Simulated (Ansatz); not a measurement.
**ZnIn2O4 (Fd-3m): band-edge transport data**

Input:

```yaml
crystal:
  lattice:
    - [0.00000, 4.46107, 4.46107]
    - [4.46107, 0.00000, 4.46107]
    - [4.46107, 4.46107, 0.00000]
  atoms:
    - { symbol: Zn, position: [0.25000, 0.25000, 0.25000] }
    - { symbol: Zn, position: [0.00000, 0.00000, 0.00000] }
    - { symbol: In, position: [0.62500, 0.62500, 0.12500] }
    - { symbol: In, position: [0.62500, 0.12500, 0.62500] }
    - { symbol: In, position: [0.62500, 0.62500, 0.62500] }
    - { symbol: In, position: [0.12500, 0.62500, 0.62500] }
    - { symbol: O, position: [0.38065, 0.38065, 0.38065] }
    - { symbol: O, position: [0.39196, 0.86935, 0.86935] }
    - { symbol: O, position: [0.38065, 0.38065, 0.85804] }
    - { symbol: O, position: [0.86935, 0.39196, 0.86935] }
    - { symbol: O, position: [0.85804, 0.38065, 0.38065] }
    - { symbol: O, position: [0.86935, 0.86935, 0.86935] }
    - { symbol: O, position: [0.38065, 0.85804, 0.38065] }
    - { symbol: O, position: [0.86935, 0.86935, 0.39196] }
```

The numbers are results of PBEsol, rigid bands (plane waves, PAW, scalar-relativistic; Ansatz, a program for electronic structure), not measurements. How the cell was made: cell and atoms relaxed with PBEsol.

The band gap is 1.28 eV. The electron conductivity mass (300 K, dilute) comes out as 0.189 mₑ and the effective density of states N_c (300 K) comes out as 2.0e18 cm⁻³. The density-of-states mass, electrons is 0.187 mₑ and the Seebeck coefficient, n-type 1e19 cm⁻³, 300 K is -109 μV/K. The best n-type power factor at 300 K for τ = 10 fs (best axis; densities from 1e16 to 1e21 cm⁻³ tried, whether or not they can be reached) is 1.69 μW/(cm·K²) at 1e19 cm⁻³.

Rigid bands; masses and Seebeck coefficients take one relaxation time τ for all states and one kind of carrier; polarons and phonon drag are left out. Spin-orbit coupling is left out.

Computed structure with no diffraction record at hand here (it may be known, metastable or hypothetical): ZnIn2O4 (Fd-3m).
